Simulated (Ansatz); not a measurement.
LaBi (Fm-3m), Ansatz (a first-principles code) with PBEsol, DFPT electron-phonon coupling, linearised Boltzmann equation: phonon-limited resistivity 41.9 μΩ·cm at 300 K, 55.9 μΩ·cm at 400 K.

Question: What is the classical skin depth at 1 GHz (nonmagnetic, μ₀ = 1.257×10⁻⁶ H/m)?

Answer: δ = √(ρ/(π f μ₀)) = 10300 nm.

Question: Estimate the electronic thermal conductivity at 300 K by the Wiedemann-Franz law (L₀ = 2.44×10⁻⁸ W·Ω/K²).

Answer: L₀T/ρ = 2.44×10⁻⁸ × 300/(41.9×10⁻⁸) = 17.5 W/(m·K). Inelastic scattering puts the true Lorenz number somewhat under L₀ near and below the Debye temperature.

Question: What temperature coefficient of resistance follows, and how does it compare with 1/T?

Answer: (ρ₄₀₀ − ρ₃₀₀)/(100 K × ρ₃₀₀) = 3.34×10⁻³ K⁻¹, against 1/T = 3.33×10⁻³ K⁻¹ for a resistivity proportional to T. Impurities would add a constant and lower it.

A metal at this level (no band gap). Only scattering by harmonic phonons is included (no impurities, grain boundaries, electron-electron scattering or thermal expansion). Spin-orbit coupling is left out, which matters with elements this heavy. Few carriers conduct, so the values hang on small band overlaps. The run warned that the eigensolver left some states short of its tolerance. Halving the electron mesh (24x24x24) moves the resistivity by up to 12 % at 300 K. Smearing 0.20 eV; phonons on a 4x4x4 q mesh, which this run doesn't test.

Formula and space group known from diffraction (Crystallography Open Database), not checked to be the room-temperature form: LaBi (Fm-3m).
